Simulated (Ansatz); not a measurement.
AlSiCN (P3m1, No. 156, 4 atoms in the cell; start mp-1227998), treated with G0W0@PBEsol+SOC (hard PAW, contour deformation, complete-basis limit, spin–orbit shift from PBEsol; Ansatz, a program for electronic structure).

Settings: largest k mesh 12×12×4 (not extrapolated in the mesh).

Cell (relaxed with PBEsol):

```
AlCNSi
1.0
    3.09406     0.00000     0.00000
   -1.54703     2.67954     0.00000
    0.00000     0.00000     5.02672
Al Si C N
1 1 1 1
Direct
  0.33333   0.66667   0.50720
  0.66667   0.33333   0.99732
  0.33333   0.66667   0.10845
  0.66667   0.33333   0.63702
```

### Question
Predict the band gap.

### Answer

band gap: 4.72 eV

Note: spin–orbit coupling enters as the shift of the gap found with a semilocal functional.

The computed numbers hold no vibrational or temperature effects.

A start named mp-… is a Materials Project structure, which need not be a measured phase.
